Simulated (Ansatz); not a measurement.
An Ansatz (a program for electronic structure) run: SiO2 with a change (tensor shear ε_yz = +0.18 %); PBE/PAW in Ansatz, spin-orbit coupling left out, earlier PAW set.

Input:

Ansatz 0.2 input:
```yaml
crystal:
  lattice:
    - [5.0204146412, 0, 0]
    - [-2.5102073206, 4.3478066168, 0.0078260519]
    - [0, 0.0099162074, 5.5090041145]
  atoms:
    - { symbol: Si, position: [0.4764311852, 0, 0.3333333333] }
    - { symbol: Si, position: [0, 0.4764311852, 0.6666666667] }
    - { symbol: Si, position: [0.5235688148, 0.5235688148, 0] }
    - { symbol: O, position: [0.4144389614, 0.2559502065, 0.2055927] }
    - { symbol: O, position: [0.7440497935, 0.1584887549, 0.5389260333] }
    - { symbol: O, position: [0.8415112451, 0.5855610386, 0.8722593666] }
    - { symbol: O, position: [0.1584887549, 0.7440497935, 0.4610739667] }
    - { symbol: O, position: [0.2559502065, 0.4144389614, 0.7944073] }
    - { symbol: O, position: [0.5855610386, 0.8415112451, 0.1277406334] }
basis: { ecutwfc: 420, ecutrho_ratio: 4, xc_grid: 2, fft_grid_basis: typed }
kpoints: { mp_grid: { grid: [8, 8, 6] } }
hamiltonian:
  xc: pbe
  dispersion: none
  pseudopotentials: { azcp: { folder: ./paw }, kind: paw }
scf: { occupations: { method: fermi_dirac, width: 0.05 }, convergence: { dr2_threshold: 0.0000000009 } }
relax: { f_tol: 0.005, max_steps: 50 }
output: { forces: true, stress: true }
checkpoint: { write: state.ck, write_every: 1000 }
```

Output (explanatory and most iteration lines left out):

```
Relaxation: its limit of steps is 50 (relax.max_steps)
Pseudopotential: Si, paw, valence charge 4
Pseudopotential: O, paw, valence charge 6
Crystal: 9 atoms, lattice volume = 120.249 Å³
Basis set: ecut = 420 eV, 2373 PW (Γ), exchange–correlation on 72×72×80 points (8 copies of the dense FFT grid, shifted against one another)
Bands: 33, of which v1, the nominal top of the filled ones, is band 24 counted from 1 (23 counted from 0)
Symmetry: 2 space group operations
Space group: C2 (ITA 5), of the structure as read, at distance tolerance 4.9e-5 Å
k-points: 114 of 384 (time reversal used)
Functional: x = pbe(κ = 0.804, μ = 0.2195149727645171), c = pbe(β = 0.06672455060314922)
SCF iter   1: F=—  HF=-5327.185388 eV  |F-HF|=—  |Δ(HF+E_count)|=         —  Δρ=1.28e-1  dr2=1.79e1  ethr=3.10e-3  ⟨swp⟩=6.7  Hψ=19479  notcnv=0  defer=65
SCF iter   2: F=—  HF=-5322.288574 eV  |F-HF|=—  |Δ(HF+E_count)|=    4.90e0  Δρ=4.28e-2  dr2=9.09e-1  ethr=3.10e-3  ⟨swp⟩=4.0  Hψ=9861  notcnv=0  defer=242
SCF 1 converged in 11 iterations: F = -5322.264416 eV  dr2 = 7.36e-11
relax step   1: F+E_penalty+E_count = -5322.26441593 eV  Δ(F+E_penalty+E_count) = +0.000e0 eV  max|allowed force component| = 1.091e-1 eV/Å  Δτ_max = 0.0000 Å  (11 SCF iters, accepted)
Crystal: 9 atoms, lattice volume = 120.249 Å³
SCF iter   1: F=—  HF=-5322.264700 eV  |F-HF|=—  |Δ(HF+E_count)|=         —  Δρ=1.84e-4  dr2=2.37e-5  ethr=5.17e-8  ⟨swp⟩=3.3  Hψ=14637  notcnv=0  defer=242
SCF iter   2: F=—  HF=-5322.264692 eV  |F-HF|=—  |Δ(HF+E_count)|=   7.78e-6  Δρ=8.04e-5  dr2=5.31e-6  ethr=4.94e-8  ⟨swp⟩=2.4  Hψ=5879  notcnv=0  defer=242
SCF 2 converged in 7 iterations: F = -5322.264692 eV  dr2 = 2.65e-11
relax step   2: F+E_penalty+E_count = -5322.26469221 eV  Δ(F+E_penalty+E_count) = -2.763e-4 eV  max|allowed force component| = 6.525e-2 eV/Å  Δτ_max = 0.0010 Å  (7 SCF iters, accepted)
Crystal: 9 atoms, lattice volume = 120.249 Å³
SCF iter   1: F=—  HF=-5322.265155 eV  |F-HF|=—  |Δ(HF+E_count)|=         —  Δρ=7.91e-4  dr2=5.25e-4  ethr=1.47e-5  ⟨swp⟩=2.4  Hψ=9327  notcnv=0  defer=242
SCF iter   2: F=—  HF=-5322.265021 eV  |F-HF|=—  |Δ(HF+E_count)|=   1.34e-4  Δρ=3.96e-4  dr2=1.35e-4  ethr=1.09e-6  ⟨swp⟩=2.0  Hψ=6617  notcnv=0  defer=242
SCF 3 converged in 7 iterations: F = -5322.264987 eV  dr2 = 5.73e-10
relax step   3: F+E_penalty+E_count = -5322.26498680 eV  Δ(F+E_penalty+E_count) = -2.946e-4 eV  max|allowed force component| = 4.871e-3 eV/Å  Δτ_max = 0.0070 Å  (7 SCF iters, accepted)
SCF converged after 7 iterations
Free energy (F): -5322.264987 eV
Internal energy: -5322.264987 eV  (E = F + TS)
E sigma→0 (E₀):  -5322.264987 eV
Fermi energy:    4.916494 eV
--- Forces (eV/Å), atoms counted from 1 ---
  atom   1  Si    -0.00147473    -0.00000000     0.00000000
  atom   2  Si     0.00132268     0.00154679     0.00487084
  atom   3  Si     0.00132268    -0.00154679    -0.00487084
  atom   4  O      0.00292760    -0.00175650     0.00322869
  atom   5  O     -0.00165089    -0.00455113    -0.00267710
  atom   6  O     -0.00186413     0.00136128    -0.00057860
  atom   7  O      0.00292760     0.00175650    -0.00322869
  atom   8  O     -0.00186413    -0.00136128     0.00057860
  atom   9  O     -0.00165089     0.00455113     0.00267710
--- Stress (GPa, compression-positive) ---
        0.062282       0.000000       0.000000
        0.000000      -0.007730      -0.212473
        0.000000      -0.212502       0.023186
  P = ⅓ Tr σ = 0.0259 GPa (0.259 kbar)
--- Relaxed structure (3 steps of the walk, 3 accepted, 0 SCFs on fresh bases) ---
  atoms:
    - { symbol: Si, position: [0.47719010754932767, -1.0842021724855044e-19, 0.33333333333333326] }
    - { symbol: Si, position: [-0.0006999681006468427, 0.4757563449290121, 0.666579929032801] }
    - { symbol: Si, position: [0.5235436869703409, 0.5242436550709879, 8.673763386552434e-5] }
    - { symbol: O, position: [0.4152622481807235, 0.2566912779216573, 0.20629382606808172] }
    - { symbol: O, position: [0.7440974770630212, 0.15768614794640884, 0.5392400593864025] }
    - { symbol: O, position: [0.8405844013106161, 0.5855446536596773, 0.8710776061055284] }
    - { symbol: O, position: [0.15857097025906616, 0.7433087220783425, 0.46037284059858485] }
    - { symbol: O, position: [0.25503974765093884, 0.4144553463403226, 0.7955890605611381] }
    - { symbol: O, position: [0.5864113291166123, 0.8423138520535911, 0.12742660728026414] }
```

The cells carry an imposed strain or load. Stability against distortions was not tested. The cell was made from SiO2 (space group P3_121, No. 152) by this change: tensor shear ε_yz = +0.18 %.
